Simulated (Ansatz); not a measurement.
For YGe2 (model structure, started from the fluorite type, Fm-3m, No. 225, 3 atoms in the cell), PBE (Ansatz, a program for electronic structure, plane waves, PAW) gives:

- lattice constant a: 6.752 Å
- formation enthalpy: -0.119 eV/atom

Task: What does PBE-D3(BJ) (Ansatz, PAW) give for the same quantities?

Result: 
- lattice constant a: 6.665 Å (shrinks by 1.3 %)
- formation enthalpy: -0.132 eV/atom (moves by -0.013 eV/atom)

Changes are worked out from the printed values.

Unless a cell is named, each level is at its own relaxed cell (PBE 25.65, PBE-D3(BJ) 24.67 Å³/atom).

Ansatz's density-functional and Hartree–Fock values are scalar-relativistic unless marked +SOC, with PAW data made under PBE.

A model structure was made by putting elements into a prototype or built by hand; it is no filed structure, need not be a known phase, and can be a saddle point held by its symmetry.
